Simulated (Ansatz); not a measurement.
Ti (model structure, started from the diamond type, Fd-3m, No. 227, 2 atoms in the cell), treated with PBEsol (PAW; Ansatz, a quantum-chemistry and plane-wave program).

Numerical settings: plane-wave cutoff 520 eV, 16×16×16 k mesh, Fermi–Dirac smearing 0.05 eV, no spin polarisation, scalar-relativistic PAW data made under PBE.

Cell (relaxed at this level):

```
Ti
1.0
    0.00000     2.75909     2.75909
    2.75909     0.00000     2.75909
    2.75909     2.75909     0.00000
Ti
2
Direct
  0.25000   0.25000   0.25000
  0.00000   0.00000   0.00000
```

**Question.** Give the computed bulk modulus.

**Answer.** 
bulk modulus: 35.1 GPa

Note: the run has no spin polarisation, so it can have missed a magnetic state; the bulk modulus is −V dP/dV from two relaxed cells at ±2 % in volume; the relaxation could raise the start's symmetry but not lower it, so the cell can be a saddle point.

Computed values are for the static lattice.

A model structure was made by putting elements into a prototype or built by hand; it is no filed structure, need not be a known phase, and can be a saddle point held by its symmetry.
